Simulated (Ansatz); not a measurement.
Take ScAl3 in the Cu3Au type structure (space group Pm-3m, No. 221; a = 4.0716 Å) as the base.

One thing is altered: cell and atoms relaxed at a pressure of 7 GPa.

Levels (all Ansatz, a quantum-chemistry and plane-wave program, PAW): PBEsol (420 eV, without spin-orbit coupling); r2SCAN (500 eV, no spin-orbit coupling).

The geometry is relaxed with PBEsol.

* **PBEsol pressure**: 7.0 GPa

Problem. Predict the pressure from r2SCAN.

Solution. The pressure goes up by 1.5 GPa to 8.5 GPa.

Single points use the geometry relaxed with PBEsol. Their cutoffs differ, which shifts pressures a little. Load acts through the strain it causes; cell and atoms are relaxed under it. Whether these cells are dynamically stable was not tested. Competing high-pressure phases were not computed. The final runs are not spin-polarised.
